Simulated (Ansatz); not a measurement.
Take NaCl in the rock salt structure (space group Fm-3m, No. 225; a = 5.608 Å) as the base. Axes: x, y, z lie along the cube axes.

Level of theory: Ansatz (a quantum-chemistry and plane-wave program) r2SCAN, without spin-orbit coupling.

Before the change:

The band gap comes out as 5.97 eV. The valence-band top at Γ comes out as 0.00, 0.00, 0.00 eV and the gap character comes out as direct at Γ.

One thing is altered: biaxial strain +0.52 %, plane normal [001], relaxed out of plane (Cartesian); in-plane vectors clamped, the third vector and the atoms free.

Q: What happens to the out-of-plane strain, band gap, valence-band top at Γ and gap character?

A: The out-of-plane strain comes out as -0.20 %; the band gap decreases by 0.04 eV (5.97 eV → 5.93 eV); the valence-band top at Γ (three highest levels, from the VBM) becomes 0.00, 0.00, -0.01 eV (base: 0.00, 0.00, 0.00 eV); the gap character remains direct at Γ.

Stability against distortions was not tested. k-point labels follow each cell's own Brillouin zone.
